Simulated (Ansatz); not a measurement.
Output of an Ansatz run (abridged):

```
WARN basis.ecutwfc = 420 eV, the default
WARN ansatz: RAYON_NUM_THREADS=1 ignored (pool sized by the plan → 1); use --threads N
Pseudopotentials: kind: paw
Pseudopotential: Cu, paw, valence charge 19
Pseudopotential: Au, paw, valence charge 19
Crystal: 4 atoms, lattice volume = 55.181 Å³
Basis set: ecut = 420 eV, 1045 PW (Γ), exchange–correlation on 54×54×54 points (8 copies of the dense FFT grid, shifted against one another)
Bands: 46, of which v1, the nominal top of the filled ones, is band 38 counted from 1 (37 counted from 0)
Symmetry: 48 space group operations
Space group: Pm-3m (ITA 221), of the structure as read, at distance tolerance 3.8e-5 Å
k-points: 35 of 729
Initial density: superposition of atomic densities (neutral atoms: chi_scale 0, normalization atom), corrected by the library's trained network
Initial wavefunctions: pseudopotential atomic-orbital guess
Eigensolver: davidson
Functional: x = pbe(κ = 0.804, μ = 0.2195149727645171), c = pbe(β = 0.06672455060314922)
SCF iter   1: F=—  HF=-33025.031297 eV  |F-HF|=—  |Δ(HF+E_count)|=         —  Δρ=1.66e-3  dr2=1.14e-3  ethr=1.77e-3  ⟨swp⟩=5.1  Hψ=5063  notcnv=0
all-band conjugate gradients solve this SCF's bands
preconditioner: auto → Kerker (q_TF=auto, 2.878 Å⁻¹)
SCF iter   2: F=—  HF=-33025.031902 eV  |F-HF|=—  |Δ(HF+E_count)|=   6.05e-4  Δρ=7.68e-4  dr2=3.01e-4  ethr=1.51e-6  ⟨swp⟩=2.1  Hψ=3122  notcnv=0
SCF iter   3: F=—  HF=-33025.031979 eV  |F-HF|=—  |Δ(HF+E_count)|=   7.67e-5  Δρ=4.10e-4  dr2=1.20e-4  ethr=3.97e-7  ⟨swp⟩=2.2  Hψ=2320  notcnv=0
SCF iter   4: F=—  HF=-33025.031981 eV  |F-HF|=—  |Δ(HF+E_count)|=   2.81e-6  Δρ=1.26e-4  dr2=1.28e-5  ethr=1.58e-7  ⟨swp⟩=2.2  Hψ=2067  notcnv=0
SCF iter   5: F=—  HF=-33025.031981 eV  |F-HF|=—  |Δ(HF+E_count)|=   2.00e-7  Δρ=3.59e-5  dr2=1.38e-6  ethr=1.68e-8  ⟨swp⟩=2.1  Hψ=2307  notcnv=0
SCF iter   6: F=—  HF=-33025.031981 eV  |F-HF|=—  |Δ(HF+E_count)|=   1.15e-7  Δρ=1.47e-5  dr2=1.47e-7  ethr=1.82e-9  ⟨swp⟩=2.0  Hψ=2169  notcnv=0
SCF iter   7: F=-33025.031981 eV  HF=-33025.031981 eV  |F-HF|=6.49e-9  |Δ(HF+E_count)|=   2.20e-8  Δρ=6.82e-6  dr2=1.63e-8  ethr=1.32e-10  ⟨swp⟩=7.3  Hψ=6529  notcnv=0
SCF 1 converged in 7 iterations: F = -33025.031981 eV  dr2 = 1.63e-8
SCF converged after 7 iterations
Free energy (F): -33025.031981 eV
Harris-Foulkes:  -33025.031981 eV  (|F-HF|=6.49e-9)
Internal energy: -33024.995505 eV  (E = F + TS)
E sigma→0 (E₀):  -33025.013743 eV
Entropy (-TS):   -0.036476 eV (-9.119 meV/atom)
Fermi energy:    16.982590 eV
--- Per-component energies (eV) ---
  E_band       = -1333.990236
  E_kinetic    = 1501.861264
  E_local      = -14384.326021  (includes V_loc(G=0)·N_el)
  E_nonlocal   = 1251.847815
  E_hartree    = 6324.202052
  E_xc         = -494.904196
  E_vxc        = -619.567777  (∫ρ·V_xc dr)
  E_paw        = -14703.227977  (= ΣΔE_a)
  E_vpaw       = -1732.220652  (= ΣTr[D̂ρ^β])
  E_aug_tail   = 0.002233  (compensation charges beyond the density's cutoff)
  E_ewald      = -12520.450675
  E_smearing   = -0.036476  (= −TS)
  E_closure    = 0.000000  (closes the sum)
  Σ components = -33025.031981   (vs F -33025.031981, Δ=0.00e0)
--- Forces (eV/Å), atoms counted from 1 ---
  atom   1  Cu     0.00000000     0.00000000     0.00000000
   [... zero for the other atoms too ...]
  max |Σ_I F_I| component: 4.90e-28 eV/Å
--- Stress (GPa, compression-positive) ---
       -2.775200      -0.000000       0.000000
       -0.000000      -2.775200       0.000000
        0.000000       0.000000      -2.775200
  P = ⅓ Tr σ = -2.7752 GPa (-27.752 kbar)
  The stress holds the Pulay correction. Without it, at fixed plane waves, as pw.x and ABINIT print it: P = -2.8690 GPa
--- Band table (eV; the first three rows and the last of 35) ---
  k-point 0: bands = ["-95.3179", "-95.3115", "-95.3115", "-88.8936", "-52.7153", "-52.7153", "-52.7153", "-52.6911", "-52.6911", "-52.6911", "-52.6760", "-52.6760", "-52.6760", "-40.3118", "-40.3118", "-40.3118", "7.6984", "10.9200", "10.9200", [...]
  k-point 1: bands = ["-95.3178", "-95.3117", "-95.3115", "-88.8936", "-52.7146", "-52.7146", "-52.7141", "-52.6913", "-52.6913", "-52.6912", "-52.6772", "-52.6766", "-52.6766", "-40.3122", "-40.3118", "-40.3118", "7.8419", "10.9722", "10.9857", [...]
  k-point 2: bands = ["-95.3173", "-95.3122", "-95.3116", "-88.8936", "-52.7128", "-52.7128", "-52.7108", "-52.6918", "-52.6918", "-52.6912", "-52.6807", "-52.6778", "-52.6778", "-40.3132", "-40.3118", "-40.3118", "8.2611", "11.1117", "11.1415", [...]
  k-point 34: bands = ["-95.3138", "-95.3136", "-95.3136", "-88.8936", "-52.7267", "-52.7101", "-52.7100", "-52.7100", "-52.6795", "-52.6795", "-52.6779", "-52.6778", "-52.6778", "-40.3142", "-40.3141", "-40.3141", "10.8523", "10.8942", "10.8942", [...]
```

The structure:

```
CELL_PARAMETERS angstrom
      3.80711     0.00000     0.00000
      0.00000     3.80711     0.00000
      0.00000     0.00000     3.80711
ATOMIC_POSITIONS crystal
  Cu 0.00000 0.50000 0.50000
  Cu 0.50000 0.00000 0.50000
  Cu 0.50000 0.50000 0.00000
  Au 0.00000 0.00000 0.00000
```

### Question
Write an input that gives this output.

### Answer
Other spellings and defaults could give the same log, and not every line can be read from it. The input that was run (DFT, PBE, plane waves, default PAW files):

Ansatz 0.2 input:
```yaml
crystal:
  lattice:
    - [3.80710900, 0.00000000, 0.00000000]
    - [0.00000000, 3.80710900, 0.00000000]
    - [0.00000000, 0.00000000, 3.80710900]
  atoms:
    - { symbol: Cu, position_ang: [0.00000000, 1.90355450, 1.90355450] }
    - { symbol: Cu, position_ang: [1.90355450, 0.00000000, 1.90355450] }
    - { symbol: Cu, position_ang: [1.90355450, 1.90355450, 0.00000000] }
    - { symbol: Au, position_ang: [0.00000000, 0.00000000, 0.00000000] }
kpoints:
  mp_grid: { grid: [9, 9, 9] }
hamiltonian:
  xc: pbe
  pseudopotentials: { kind: paw }
scf:
  occupations: { method: gaussian, width: 0.272 }
output:
  forces: true
  eigenvalues: true
  stress: true
```

The starting cell comes from a database of computed structures (which also holds hypothetical and non-ambient phases and stackings), without a prior relaxation at this level. Its lattice was rescaled by a random factor within 2.5 % of one. Spin-orbit coupling is off. Spin polarisation is off. Ansatz's pressure includes its estimate of the finite-basis (Pulay) stress.

Ansatz is a program for electronic structure.
